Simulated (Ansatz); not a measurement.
InSb (model structure, started from the CdTe type, P3₁21, No. 152, 6 atoms in the cell) was calculated with LDA (Ansatz, a quantum-chemistry and plane-wave program, PAW).

Numerical settings: plane-wave cutoff 520 eV, 12×12×6 k mesh (along the axes of the cell as run), Fermi–Dirac smearing 0.05 eV, scalar-relativistic PAW data made under PBE.

Cell (relaxed at this level):

InSb is taken in the trigonal space group P3₁21 (No. 152), Pearson symbol hP6. Cell: a = b = 4.5422 Å, c = 9.9219 Å, α = β = 90.00°, γ = 120.00°. In on 3a sees 4 Sb at 2.799–2.864 Å. Sb on 3b has 4 In at 2.799–2.864 Å. (Neighbours: up to the widest gap in distance over summed covalent radii, below 1.35, at either atom; cation-cation and far metal-metal contacts left out.)

Problem. What does this level give for the bulk modulus?

Solution. 
* **bulk modulus**: 21.5 GPa

The run finds no gap.

Note: the bulk modulus is −V dP/dV from two relaxed cells at ±2 % in volume; the relaxation could raise the start's symmetry but not lower it, so the cell can be a saddle point.

Spin–orbit coupling is not included; it can open a gap where bands touch, and shift volumes and moduli.

Cost on a shared machine: about 27 core-minutes (a rough figure).

A model structure was made by putting elements into a prototype or built by hand; it is no filed structure, need not be a known phase, and can be a saddle point held by its symmetry.
